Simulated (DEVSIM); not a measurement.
abrupt Si n-p junction

Device: abrupt Si n-p junction, at 300 K.

```tsv
layer (left to right)	material	thickness (μm)	Nd (cm⁻³)	Na (cm⁻³)	τn (s)	τp (s)
1	Si	0.980	7e15	-	6e-6	6e-6
2	Si	1.30	-	1.4e17	6e-6	6e-6
```

Left contact: ohmic. Right contact: ohmic. Voltage is applied to the left contact. Recombination: SRH at mid-gap, Auger. Mobility is μmin + (μ − μmin)/(1 + (N/Nref)^α).

The device is made up for the run: typed textbook-type constants, with dimensions and the other settings drawn at random. Values at 300 K.

```tsv
parameter	Si
gap (eV)	1.124
affinity (eV)	4.05
permittivity	11.7
Nc (cm⁻³)	2.86e19
Nv (cm⁻³)	3.1e19
μn (cm²/Vs)	1417
μp (cm²/Vs)	470
μn,min	52
μp,min	45
Nref,n	9.7e16
Nref,p	2.2e17
αn	0.68
αp	0.72
Cn (cm⁶/s)	2.8e-31
Cp (cm⁶/s)	9.9e-32
```

Simulated with DEVSIM: 1D drift-diffusion, Boltzmann statistics, complete ionisation; no tunnelling, impact ionisation, image-force lowering or self-heating.

| Item | Value |
|---|---|
| Potential step across the device at zero bias | 0.769 V |
| Largest field in the device at zero bias | 40000 V/cm |
| Dark forward voltage at 1 A/cm² | 0.561 V |
| Dark forward voltage at 100 A/cm² | 0.692 V |

Dark reverse current:

| V (V) | J (A/cm²) |
|---|---|
| 0.10 | 1.2e-9 |
| 0.25 | 1.9e-9 |
| 0.50 | 2.9e-9 |
| 0.75 | 3.7e-9 |
| 1.00 | 4.5e-9 |
| 1.50 | 5.9e-9 |
| 2.00 | 7.1e-9 |

Small-signal capacitance in reverse bias (quasi-static):

| V (V) | C (nF/cm²) |
|---|---|
| 0.1 | 26.1 |
| 0.25 | 24.0 |
| 0.5 | 21.3 |
| 0.75 | 19.4 |
| 1 | 17.9 |
| 1.5 | 15.8 |
| 2 | 14.2 |
